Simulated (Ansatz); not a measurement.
**What pressure 45 GPa does to ZrS2**

Base system: ZrS2 in the CdI2 type structure (space group P-3m1, No. 164; a = 3.635 Å, c = 5.720 Å; layered, stacked along the Cartesian z axis).

It is then changed as follows: a hydrostatic pressure of 45 GPa.

Method: DFT with PBE-D3(BJ), PAW potentials and a 420 eV plane-wave cutoff in Ansatz (an electronic-structure program), spin-orbit coupling left out. Settings: 10×10×6 k-points, 0.05 eV Fermi–Dirac smearing.

The volume per atom drops by 7.50 Å³ to 14.31 Å³ and the lattice parameter a decreases by 0.5015 Å to 3.133 Å. The c/a ratio grows by 0.0379 (1.574 → 1.611) and the shortest interatomic distance falls by 0.142 Å, from 2.557 Å to 2.415 Å. The enthalpy H = E + PV relative to the base's energy amounts to +4.77 eV/atom and the band gap becomes zero (base: 0.66 eV).

Final structure:

```yaml
crystal:
  lattice:
    - [3.13332, 0.00000, 0.00000]
    - [-1.56666, 2.71354, 0.00000]
    - [0.00000, 0.00000, 5.04912]
  atoms:
    - { symbol: Zr, position: [0.00000, 0.00000, 0.00000] }
    - { symbol: S, position: [0.33333, 0.66667, 0.31672] }
    - { symbol: S, position: [0.66667, 0.33333, 0.68328] }
```

The mesh was chosen for an insulator and is coarse for the gapless case. Load acts through the strain it causes; cell and atoms are relaxed under it. Stability against distortions was not tested. Competing high-pressure phases were not computed. The final runs are not spin-polarised.
